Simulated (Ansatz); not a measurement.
Cost and result by functional for the surface energy of the (31-43) surface of hcp Mg in its 1x1 cell, outermost plane spacing 0.12 Å in the ideal cut, in Ansatz (plane waves, PAW). Single points on the PBE structure, on one kind of machine; costs are rough ratios of the slab run's core time (references not counted) to the cheapest single point. r2SCAN's cost holds its higher cutoff (500 against 420 eV). Differences are taken against r2SCAN for comparison alone: no measured value is at hand, so the table doesn't rank accuracy.

Model: 30-atom slab, 9.9 Å thick at the start (thin: gaps and levels are the slab's own), 7x4x1 mesh, Fermi-Dirac 0.1 eV, dipole correction, all atoms relaxed; start symmetry kept, larger cells not searched; no spin, no spin-orbit, no U. These notes are the PBE run's.

| functional | relative cost | surface energy (J/m²) | less r2SCAN (J/m²) |
|---|---|---|---|
| PBEsol | 1 | 0.79 | -0.02 |
| RPBE | 1 | 0.66 | -0.15 |
| LDA | 1 | 0.80 | -0.01 |
| r2SCAN | 2 | 0.80 | 0.00 |
| PBE (the relaxed run's value) | – | 0.71 | -0.09 |

The values span 0.15 J/m², while the single points' costs differ by a factor of roughly 2. Differences are of unrounded values.

Ansatz is a first-principles code.
